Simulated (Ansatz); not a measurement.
Start from GeS$_{2}$ in the 2H-MoS2 type structure (space group P6_3/mmc, No. 194; a = 3.4275 Å, c = 10.6216 Å; a hypothetical phase, not in the database extracts checked; layered, stacked along the Cartesian z axis). Axes: x lies along a and z along c of the hexagonal cell.

Calculations: Kohn–Sham DFT with the PBE-D3(BJ) functional, run in Ansatz (a first-principles code) with PAW and 420 eV plane waves, spin-orbit coupling left out, earlier PAW set.

Perturbation: every lattice vector is stretched by 2.35 %; the atoms relax in the strained cell.

Q: Predict the stress tensor and what it implies for the stiffness.

A: Stress of the strained cell less that of the base (GPa, compression positive):
```
   -4.4     0.0     0.0
    0.0    -4.4     0.0
    0.0     0.0    -3.2
```

Then B = −ΔP/(ΔV/V₀) with ΔV/V₀ = 0.0722 gives secant stiffness values (nonlinear terms included at this strain): B (at held cell shape, above the free-shape value) ≈ 56 GPa.

As a check, the harmonic strain energy −½ V₀ Δσ:ε is 16 meV/atom; the computed energy rise is 18 meV/atom.

Whether these cells are dynamically stable was not tested. All final runs are without spin polarisation.
